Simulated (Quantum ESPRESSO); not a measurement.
The steps of a band-structure calculation for Mg₁₅Co (P-6m2, 16 atoms in the cell) with Quantum ESPRESSO.

Method: PBEsol, SSSP 1.1.2 efficiency (PBE) pseudopotentials (plane waves; Quantum ESPRESSO).

Step 1 (scf):

```fortran
&control
   calculation = 'scf'
   prefix = 'scf'
   outdir = './work'
   pseudo_dir = './'
   tprnfor = .true.
   tstress = .true.
/
&system
   ibrav = 0
   nat = 16
   ntyp = 2
   ecutwfc = 50
   ecutrho = 400
   occupations = 'smearing'
   smearing = 'gaussian'
   degauss = 0.0073499
   nspin = 2
   starting_magnetization(2) = 0.176
   input_dft = 'pbesol'
/
&electrons
   conv_thr = 1.0d-9
   mixing_beta = 0.2
/
ATOMIC_SPECIES
Mg    24.3050  Mg.pbe-n-kjpaw_psl.0.3.0.UPF
Co    58.9332  Co_pbe_v1.2.uspp.F.UPF
CELL_PARAMETERS bohr
  11.617500225     0.000000000     0.000000000
  -5.808750112    10.061050323     0.000000000
   0.000000000     0.000000000    18.401232705
ATOMIC_POSITIONS angstrom
Mg    0.000000000    0.000000000    0.000000000
Mg    4.589808193    2.649926996    4.868756500
Mg    3.073858183    0.024224557    4.868756500
Mg    1.557908174    2.649926996    4.868756500
Mg   -1.518163187    2.672873774    0.000000000
Mg    0.000000000    5.302409549    0.000000000
Mg    1.518163187    2.672873774    0.000000000
Mg    0.000000000    1.698913465    2.575961689
Mg   -1.602555964    4.474621816    7.161551311
Mg    1.602555964    4.474621816    2.575961689
Mg    0.000000000    1.698913465    7.161551311
Mg   -1.602555964    4.474621816    2.575961689
Mg    1.602555964    4.474621816    7.161551311
Mg    3.073858183    1.774692850    2.396012449
Mg    3.073858183    1.774692850    7.341500551
Co    0.000000000    0.000000000    4.868756500
K_POINTS automatic
3 3 2  1 1 1
```

Step 2 (bands):

```fortran
&control
   calculation = 'bands'
   prefix = 'scf'
   outdir = './work'
   pseudo_dir = './'
   verbosity = 'high'
/
&system
   ibrav = 0
   nat = 16
   ntyp = 2
   ecutwfc = 50
   ecutrho = 400
   occupations = 'smearing'
   smearing = 'gaussian'
   degauss = 0.0073499
   nbnd = 38
   nspin = 2
   starting_magnetization(2) = 0.176
   input_dft = 'pbesol'
/
&electrons
   conv_thr = 1.0d-9
   startingwfc = 'random'
   diago_thr_init = 1.0d-6
   diagonalization = 'cg'
/
ATOMIC_SPECIES
Mg    24.3050  Mg.pbe-n-kjpaw_psl.0.3.0.UPF
Co    58.9332  Co_pbe_v1.2.uspp.F.UPF
CELL_PARAMETERS bohr
  11.617500225     0.000000000     0.000000000
  -5.808750112    10.061050323     0.000000000
   0.000000000     0.000000000    18.401232705
ATOMIC_POSITIONS angstrom
Mg    0.000000000    0.000000000    0.000000000
Mg    4.589808193    2.649926996    4.868756500
Mg    3.073858183    0.024224557    4.868756500
Mg    1.557908174    2.649926996    4.868756500
Mg   -1.518163187    2.672873774    0.000000000
Mg    0.000000000    5.302409549    0.000000000
Mg    1.518163187    2.672873774    0.000000000
Mg    0.000000000    1.698913465    2.575961689
Mg   -1.602555964    4.474621816    7.161551311
Mg    1.602555964    4.474621816    2.575961689
Mg    0.000000000    1.698913465    7.161551311
Mg   -1.602555964    4.474621816    2.575961689
Mg    1.602555964    4.474621816    7.161551311
Mg    3.073858183    1.774692850    2.396012449
Mg    3.073858183    1.774692850    7.341500551
Co    0.000000000    0.000000000    4.868756500
K_POINTS crystal_b
12
  0.00000000   0.00000000   0.00000000   6  ! G
  0.50000000   0.00000000   0.00000000   3  ! M
  0.33333333   0.33333333   0.00000000   7  ! K
  0.00000000   0.00000000   0.00000000   3  ! G
  0.00000000   0.00000000   0.50000000   6  ! A
  0.50000000   0.00000000   0.50000000   3  ! L
  0.33333333   0.33333333   0.50000000   7  ! H
  0.00000000   0.00000000   0.50000000   1  ! A
  0.50000000   0.00000000   0.50000000   3  ! L
  0.50000000   0.00000000   0.00000000   1  ! M
  0.33333333   0.33333333   0.00000000   3  ! K
  0.33333333   0.33333333   0.50000000   1  ! H
```

Step 3 (bands.x):

```fortran
&bands
   prefix = 'scf'
   outdir = './work'
   filband = 'bands.dat'
   lsym = .false.
/
```

Output of bands (abridged):

```
     file Mg.pbe-n-kjpaw_psl.0.3.0.UPF: wavefunction(s)  3S renormalized

     Atomic positions and unit cell read from directory:
     ./work/scf.save/

     Message from routine setup:
     using ibrav=0 with symmetry is DISCOURAGED, use correct ibrav instead
     G-vector sticks info
     --------------------
     sticks:   dense  smooth     PW     G-vecs:    dense   smooth      PW
   [... lines left out ...]
     unit-cell volume          =    2150.8144 (a.u.)^3
     atomic species   magnetization
   [... lines left out ...]

   -89.2335 -52.5638 -52.5638 -52.5459  -2.7108  -1.1493  -1.1016   1.5803
     1.9511   2.0141   2.7325   2.7624   2.8691   2.9397   3.1238   3.1252
     3.1761   3.4035   3.4191   3.4972   3.5698   3.7917   3.7948   3.9345
     4.0599   4.4858   4.6642   4.9702   5.1008   5.2577   5.2645   5.3908
     7.2214   7.6357   7.7008   8.2214   8.4167   8.5492

   [... 42 blocks of this kind left out ...]

 ------ SPIN DOWN ----------

          k = 0.0000 0.0000 0.0000 ( 12863 PWs)   bands (ev):

   -89.2331 -52.5634 -52.5634 -52.5455  -2.7481  -1.1855  -1.1382   2.2366
     2.2579   2.2579   2.3476   2.4949   2.4949   3.0690   3.2581   3.2581
     3.4561   3.4780   3.6053   3.6058   3.6059   3.6813   3.6813   3.8360
     3.8360   4.2662   4.3458   4.8613   5.0217   5.0217   5.1424   5.1424
     7.7409   7.8128   7.8128   8.0681   8.5609   8.5611

          k = 0.0833 0.0481 0.0000 ( 12843 PWs)   bands (ev):

   -89.2331 -52.5634 -52.5634 -52.5456  -2.7108  -1.1494  -1.1015   1.5803
     1.9511   2.0141   2.7325   2.7623   2.8691   2.9397   3.1237   3.1253
     3.1761   3.4035   3.4190   3.4972   3.5698   3.7918   3.7948   3.9346
     4.0600   4.4858   4.6642   4.9703   5.1009   5.2579   5.2645   5.3908
     7.2214   7.6357   7.7008   8.2213   8.4164   8.5437

   [... 42 blocks of this kind left out ...]
```

Output of bands.x (abridged):

```
     Reading xml data from directory:

     ./work/scf.save/
     file Mg.pbe-n-kjpaw_psl.0.3.0.UPF: wavefunction(s)  3S renormalized

     G-vector sticks info
     --------------------
     sticks:   dense  smooth     PW     G-vecs:    dense   smooth      PW
     Sum        3697    1867    511               290481   102689   15061

     Reading collected, re-writing distributed wavefunctions
     high-symmetry point:  0.0000 0.0000 0.0000   x coordinate   0.0000
     high-symmetry point:  0.5000 0.2887 0.0000   x coordinate   0.5774
     high-symmetry point:  0.3333 0.5774 0.0000   x coordinate   0.9107
     high-symmetry point:  0.0000 0.0000 0.0000   x coordinate   1.5774
     high-symmetry point:  0.0000 0.0000 0.3157   x coordinate   1.8930
     high-symmetry point:  0.5000 0.2887 0.3157   x coordinate   2.4704
     high-symmetry point:  0.3333 0.5774 0.3157   x coordinate   2.8037
     high-symmetry point:  0.0000 0.0000 0.3157   x coordinate   3.4704
     high-symmetry point:  0.5000 0.2887 0.3157   x coordinate   3.4704
     high-symmetry point:  0.5000 0.2887 0.0000   x coordinate   3.7860
     high-symmetry point:  0.3333 0.5774 0.0000   x coordinate   4.1194
     high-symmetry point:  0.3333 0.5774 0.3157   x coordinate   4.4350

     Plottable bands (eV) written to file bands.dat.gnu
     Bands written to file bands.dat

   JOB DONE.
```

The starting cell comes from a database of computed structures (which also holds hypothetical and non-ambient phases and stackings), without a prior relaxation at this level. Its lattice was rescaled by a random factor within 2.5 % of one. The starting moments vanished: the run ended non-magnetic, which need not be the lowest state.
